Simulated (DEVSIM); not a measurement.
Structure: illuminated Si n-on-p cell, one wavelength, with a back-surface field, at 250 K.

```
layer (left to right)  material  thickness (μm)  Nd (cm⁻³)  Na (cm⁻³)   τn (s)   τp (s)  absorption coefficient (cm⁻¹)
---------------------  --------  --------------  ---------  ---------  -------  -------  -----------------------------
1                            Si           0.740     9.1e17          -  0.00012   1.9e-5                          29000
2                            Si            24.0          -     1.4e17  0.00015  0.00015                          29000
3                            Si           0.540          -     4.8e18  0.00015  0.00015                          29000
```

Left contact: ohmic, minority hole recombination velocity 10000 cm/s. Right contact: ohmic, minority electron recombination velocity 400 cm/s. Voltage is applied to the left contact. Recombination: SRH at mid-gap, radiative, Auger. Light enters at the left, 4.4e17 photons cm⁻² s⁻¹, one pass, no reflection. Mobility is μmin + (μ − μmin)/(1 + (N/Nref)^α).

This is a model device: material constants are rounded textbook-type values typed into the input, and sizes, dopings and lifetimes were drawn at random. Values at 300 K; Nc and Nv go as T^1.5, mobilities as T to minus their exponent, the gap by Varshni's rule with the affinity fixed.

| parameter | Si |
|---|---|
| gap (eV) | 1.124 |
| affinity (eV) | 4.05 |
| permittivity | 11.7 |
| Nc (cm⁻³) | 2.86e19 |
| Nv (cm⁻³) | 3.1e19 |
| μn (cm²/Vs) | 1417 |
| μp (cm²/Vs) | 470 |
| μn,min | 52 |
| μp,min | 45 |
| Nref,n | 9.7e16 |
| Nref,p | 2.2e17 |
| αn | 0.68 |
| αp | 0.72 |
| T exponent of μn | 2.3 |
| T exponent of μp | 2.2 |
| B (cm³/s) | 4.7e-15 |
| Cn (cm⁶/s) | 2.8e-31 |
| Cp (cm⁶/s) | 9.9e-32 |
| Varshni α (eV/K) | 0.000473 |
| Varshni β (K) | 636 |

DEVSIM, 1D drift-diffusion, Boltzmann statistics, complete ionisation; no tunnelling, impact ionisation, image-force lowering or self-heating.

Question: Tabulate band edges, carrier densities and field at zero bias, in the dark.

Answer: Energies count from the Fermi level of the right contact; mesh points crowd at the junctions.

```json
[
 {"x (μm)": "0.000", "Ec (eV)": "0.068", "Ev (eV)": "-1.068", "n (cm⁻³)": "9.1e17", "p (cm⁻³)": "< 1e2", "field (V/cm)": "≈ 0"},
 {"x (μm)": "0.04101", "Ec (eV)": "0.068", "Ev (eV)": "-1.068", "n (cm⁻³)": "9.1e17", "p (cm⁻³)": "< 1e2", "field (V/cm)": "≈ 0"},
 {"x (μm)": "0.1541", "Ec (eV)": "0.068", "Ev (eV)": "-1.068", "n (cm⁻³)": "9.1e17", "p (cm⁻³)": "< 1e2", "field (V/cm)": "≈ 0"},
 {"x (μm)": "0.4260", "Ec (eV)": "0.068", "Ev (eV)": "-1.068", "n (cm⁻³)": "9.1e17", "p (cm⁻³)": "< 1e2", "field (V/cm)": "≈ 0"},
 {"x (μm)": "0.6728", "Ec (eV)": "0.068", "Ev (eV)": "-1.068", "n (cm⁻³)": "9.1e17", "p (cm⁻³)": "< 1e2", "field (V/cm)": "≈ 0"},
 {"x (μm)": "0.7299", "Ec (eV)": "0.096", "Ev (eV)": "-1.040", "n (cm⁻³)": "2.6e17", "p (cm⁻³)": "< 1e2", "field (V/cm)": "58000"},
 {"x (μm)": "0.7621", "Ec (eV)": "0.573", "Ev (eV)": "-0.563", "n (cm⁻³)": "6.1e7", "p (cm⁻³)": "1.1e8", "field (V/cm)": "140000"},
 {"x (μm)": "0.9003", "Ec (eV)": "1.026", "Ev (eV)": "-0.110", "n (cm⁻³)": "< 1e2", "p (cm⁻³)": "1.4e17", "field (V/cm)": "≈ 0"},
 {"x (μm)": "1.226", "Ec (eV)": "1.026", "Ev (eV)": "-0.110", "n (cm⁻³)": "< 1e2", "p (cm⁻³)": "1.4e17", "field (V/cm)": "≈ 0"},
 {"x (μm)": "2.188", "Ec (eV)": "1.026", "Ev (eV)": "-0.110", "n (cm⁻³)": "< 1e2", "p (cm⁻³)": "1.4e17", "field (V/cm)": "≈ 0"},
 {"x (μm)": "4.793", "Ec (eV)": "1.026", "Ev (eV)": "-0.110", "n (cm⁻³)": "< 1e2", "p (cm⁻³)": "1.4e17", "field (V/cm)": "≈ 0"},
 {"x (μm)": "15.72", "Ec (eV)": "1.026", "Ev (eV)": "-0.110", "n (cm⁻³)": "< 1e2", "p (cm⁻³)": "1.4e17", "field (V/cm)": "≈ 0"},
 {"x (μm)": "21.50", "Ec (eV)": "1.026", "Ev (eV)": "-0.110", "n (cm⁻³)": "< 1e2", "p (cm⁻³)": "1.4e17", "field (V/cm)": "≈ 0"},
 {"x (μm)": "23.59", "Ec (eV)": "1.026", "Ev (eV)": "-0.110", "n (cm⁻³)": "< 1e2", "p (cm⁻³)": "1.4e17", "field (V/cm)": "≈ 0"},
 {"x (μm)": "24.47", "Ec (eV)": "1.026", "Ev (eV)": "-0.110", "n (cm⁻³)": "< 1e2", "p (cm⁻³)": "1.4e17", "field (V/cm)": "≈ 0"},
 {"x (μm)": "24.66", "Ec (eV)": "1.026", "Ev (eV)": "-0.110", "n (cm⁻³)": "< 1e2", "p (cm⁻³)": "1.4e17", "field (V/cm)": "10"},
 {"x (μm)": "24.73", "Ec (eV)": "1.037", "Ev (eV)": "-0.099", "n (cm⁻³)": "< 1e2", "p (cm⁻³)": "2.4e17", "field (V/cm)": "13000"},
 {"x (μm)": "24.76", "Ec (eV)": "1.102", "Ev (eV)": "-0.034", "n (cm⁻³)": "< 1e2", "p (cm⁻³)": "4.8e18", "field (V/cm)": "≈ 0"},
 {"x (μm)": "24.87", "Ec (eV)": "1.102", "Ev (eV)": "-0.034", "n (cm⁻³)": "< 1e2", "p (cm⁻³)": "4.8e18", "field (V/cm)": "≈ 0"},
 {"x (μm)": "25.08", "Ec (eV)": "1.102", "Ev (eV)": "-0.034", "n (cm⁻³)": "< 1e2", "p (cm⁻³)": "4.8e18", "field (V/cm)": "≈ 0"},
 {"x (μm)": "25.22", "Ec (eV)": "1.102", "Ev (eV)": "-0.034", "n (cm⁻³)": "< 1e2", "p (cm⁻³)": "4.8e18", "field (V/cm)": "≈ 0"},
 {"x (μm)": "25.28", "Ec (eV)": "1.102", "Ev (eV)": "-0.034", "n (cm⁻³)": "< 1e2", "p (cm⁻³)": "4.8e18", "field (V/cm)": "≈ 0"}
]
```
